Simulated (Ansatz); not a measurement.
This concerns the formation energy of the neutral Nb_Ti in TiSi2 (Fddd). Reaction: 32 TiSi2 (Fddd) + Nb (bcc) → cell A + Ti (hcp).

Cell A: a supercell of 96 sites of TiSi2 (Fddd) with Nb on a Ti site (10 Si at 2.59–2.81 Å); an odd number of electrons; spin state with PBE: no moments, k-point mesh 3×3×2.
```xyz
96
Lattice="9.6147 0.0000 0.0000 0.0000 8.5596 0.0000 0.0000 0.0000 16.5411" Properties=species:S:1:pos:R:3 pbc="T T T"
Ti     2.4034     0.0000     0.0000
Ti     3.6058     2.1386    14.4714
Ti     2.4039     4.2811    12.4081
Ti     3.6077     6.4196    10.3378
Ti     0.0000     4.2798     0.0000
Ti     1.2014     6.4197    14.4747
Ti     0.0000     0.0000    12.4083
Ti     1.1985     2.1384    10.3420
Si     2.4027    -0.0009    13.7511
Si     2.4010    -0.0020    11.0669
Si     3.5839     2.1239     9.0222
Si     3.6037     2.1374    11.6837
Si     2.3847     4.2832     9.6233
Si     2.4043     4.2795    15.1965
Si     3.6047     6.4211    13.1311
Si     3.6060     6.4196    15.8193
Si     0.0000     4.2798    13.7501
Si     0.0000     4.2798    11.0720
Si     1.1995     6.4207     8.9917
Si     1.2028     6.4203    11.6821
Si     0.0000     0.0000     9.6153
Si     0.0000     0.0000    15.1976
Si     1.2025     2.1391    13.1310
Si     1.2022     2.1394    15.8180
Ti     2.3996     0.0000     8.2706
Ti     3.6077     2.1400     6.2034
Ti     2.4039     4.2785     4.1330
Ti     3.6058     6.4210     2.0697
Ti     0.0000     4.2798     8.2706
Ti     1.1985     6.4212     6.1992
Ti     0.0000     0.0000     4.1329
Ti     1.2014     2.1399     2.0664
Si     2.4010     0.0020     5.4743
Si     2.4027     0.0009     2.7900
Si     3.6060     2.1400     0.7218
Si     3.6047     2.1386     3.4100
Si     2.4043     4.2802     1.3447
Si     2.3847     4.2765     6.9178
Si     3.6037     6.4222     4.8575
Si     3.5839     6.4358     7.5189
Si     0.0000     4.2798     5.4692
Si     0.0000     4.2798     2.7910
Si     1.2022     6.4202     0.7231
Si     1.2025     6.4206     3.4101
Si     0.0000     0.0000     1.3435
Si     0.0000     0.0000     6.9259
Si     1.2028     2.1393     4.8590
Si     1.1995     2.1390     7.5494
Ti     7.2113     0.0000     0.0000
Ti     8.4134     2.1399    14.4747
Ti     7.2108     4.2785    12.4081
Ti     8.4163     6.4212    10.3420
Ti     4.8074     4.2798     0.0000
Ti     6.0090     6.4210    14.4714
Ti     4.8074     0.0000    12.4128
Ti     6.0071     2.1400    10.3378
Si     7.2120     0.0009    13.7511
Si     7.2137     0.0020    11.0669
Si     8.4153     2.1390     8.9917
Si     8.4120     2.1393    11.6821
Si     7.2301     4.2765     9.6233
Si     7.2105     4.2802    15.1965
Si     8.4122     6.4206    13.1310
Si     8.4125     6.4202    15.8180
Si     4.8074     4.2798    13.7593
Si     4.8074     4.2798    11.0814
Si     6.0309     6.4358     9.0222
Si     6.0111     6.4222    11.6837
Si     4.8074     0.0000     9.6207
Si     4.8074     0.0000    15.1991
Si     6.0100     2.1386    13.1311
Si     6.0087     2.1400    15.8193
Ti     7.2151     0.0000     8.2706
Ti     8.4163     2.1384     6.1992
Ti     7.2108     4.2811     4.1330
Ti     8.4134     6.4197     2.0664
Nb     4.8074     4.2798     8.2706
Ti     6.0071     6.4196     6.2034
Ti     4.8074     0.0000     4.1283
Ti     6.0090     2.1386     2.0697
Si     7.2137    -0.0020     5.4743
Si     7.2120    -0.0009     2.7900
Si     8.4125     2.1394     0.7231
Si     8.4122     2.1391     3.4101
Si     7.2105     4.2795     1.3447
Si     7.2301     4.2832     6.9178
Si     8.4120     6.4203     4.8590
Si     8.4153     6.4207     7.5494
Si     4.8074     4.2798     5.4598
Si     4.8074     4.2798     2.7818
Si     6.0087     6.4196     0.7218
Si     6.0100     6.4211     3.4100
Si     4.8074     0.0000     1.3420
Si     4.8074     0.0000     6.9204
Si     6.0111     2.1374     4.8575
Si     6.0309     2.1239     7.5189
```

Reference: Ti (hcp, P6₃/mmc), 2 atoms in the cell; spin state with PBE: run without spin, k-point mesh 24×24×14 on the run's own vectors. Conventional cell: a = b = 2.940 Å, c = 4.654 Å, α = β = 90.00°, γ = 120.00°.

Reference: TiSi2 (Fddd), 96 atoms in the cell, the relaxed perfect crystal repeated, atoms not moved again; spin state with PBE: run without spin, k-point mesh 3×3×2 on the run's own vectors.

Reference: Nb (bcc, Im-3m), 1 atom in the cell; spin state with PBE: run without spin, k-point mesh 26×26×26 on the run's own vectors. Conventional cell: a = b = c = 3.312 Å, α = β = γ = 90.00°.

Plane-wave PAW calculations with Ansatz (a quantum-chemistry and plane-wave program), its default PAW set, cutoff 420 eV, 500 eV for r2SCAN. The structures are at rest with PBE, within the held lattices; other levels are single points on them. Neutral cells; Fermi-Dirac smearing of at most 0.10 eV in the solids, energies taken to zero width. The lattices are those relaxed with PBE, so at other levels the solids can be strained, which adds to the spread. Larger cells are relaxed from a start prepared with the learned potential CHGNet, on a coarser mesh till forces fall under 0.03 eV/Å, which some starts already meet. A dispersion term (D3(BJ), or D4 for r2SCAN) was computed beside these levels and is taken off wherever the name lacks it. The PAW files were made for PBE and serve at the other functionals too. Space groups of crystals are read within 0.01 Å. Static lattices, no vibrational contributions. No structure search was made; lower ones may exist. Values are for these cell sizes. Mesh and cell size may move defect energies by 0.1 eV or more. The value holds for the reservoirs listed; other chemical potentials shift it. Cell A has symmetry P222 within 0.02 Å and got no random move, so less symmetric positions, which may lie lower, weren't tried.

**Question.** Give the value at the level PBE.

**Answer.** -0.04 eV, for 32 TiSi2 (Fddd) + Nb (bcc) → cell A + Ti (hcp).

**Question.** What do the other levels give, and how wide is the spread?

**Answer.** 
```json
[
 {"Method": "r2SCAN", "value (eV)": "-0.10", "less PBE": "-0.06"}
]
```

The levels shown span 0.06 eV, from r2SCAN (-0.10) to PBE (-0.04).
